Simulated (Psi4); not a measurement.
Psi4 1.11, PBE0/def2-svp: N[SiH2]S[SiH2]F, 11 atoms. The geometry is a generated start, not checked to be a minimum at this level.

```yaml
task: energy
method: pbe0
basis: def2-svp
memory: 3 GB
maxiter: 100
keys_of_the_molecule_block: symmetry c1
scf_type: df (default)
e_convergence: 1e-06 (default)
d_convergence: 1e-06 (default)
dft_radial_points: 75 (default)
dft_spherical_points: 302 (default)
basis_functions: 112
grid_points: 235729
```

```xyz
11

Si     2.2413    -0.3949     0.3954
F      2.5502     1.0344    -0.2795
S      0.4228    -1.1687    -0.3730
Si    -0.9562     0.4624    -0.0223
N     -2.4473    -0.2525    -0.4530
H      2.1573    -0.0925     1.8099
H      3.2825    -1.2910    -0.0460
H     -0.4992     1.6009    -0.8162
H     -0.9878     0.7700     1.4020
H     -2.4767    -0.9708    -1.1605
H     -3.2870     0.3028    -0.4569
```

With the defaults (diis = true, scf_initial_accelerator = adiis, damping_percentage = 0, guess = auto, which took SAD, diis_max_vecs = 10, diis_start = 1, soscf = false) it converges in 9 SCF iterations. One run each on 2 threads, with these changes:
- damping_percentage = 20
- guess = gwh
- diis_max_vecs = 3
- soscf = true
- guess = modhuckel
- scf_initial_accelerator = ediis
- scf_initial_accelerator = none
- diis = false, scf_initial_accelerator = none, damping_percentage = 60
- diis_start = 4

Q: Name the settings that don't reach the solution of the defaults.

A: No convergence: diis = false, scf_initial_accelerator = none, damping_percentage = 60 (the run ends without SCF convergence in 100 iterations). The rest reach the solution of the defaults.

```csv
setting,SCF iterations,JK calls,end
soscf = true,6,22,same solution
the defaults,9,10,same solution
guess = modhuckel,9,36,same solution
scf_initial_accelerator = ediis,9,10,same solution
scf_initial_accelerator = none,9,10,same solution
diis_max_vecs = 3,12,13,same solution
guess = gwh,12,12,same solution
diis_start = 4,14,15,same solution
damping_percentage = 20,18,19,same solution
"diis = false, scf_initial_accelerator = none, damping_percentage = 60",100,101,no convergence
```

An SOSCF iteration holds several JK calls; a Hückel guess adds calls on atoms.
